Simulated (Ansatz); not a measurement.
Here is the system:

```
NaCl
1.0
    0.10130     3.08828     3.08828
    3.08828     0.10130     3.08828
    3.18958     3.18958     0.00000
Cl Na
1 1
Direct
  0.24267   0.24267   0.25733
  0.00733   0.00733   0.99267
```

No spin polarisation.

Calculations: r2SCAN (Ansatz, a program for electronic structure, PAW, no spin-orbit coupling). Settings: 9×9×9 k-points, 0.05 eV Fermi–Dirac smearing.

Problem. Predict the band gap and valence-band top at Γ.

Solution. The band gap is 5.44 eV and the valence-band top at Γ (three highest levels, from the VBM) is 0.00, -0.10, -0.17 eV.

The cells carry an imposed strain or load. Stability against distortions was not tested. The cell was made from NaCl in the zinc blende structure (space group F-43m, No. 216; a hypothetical phase, not in the database extracts checked) by this change: tensor shear ε_xy = +3.28 %.
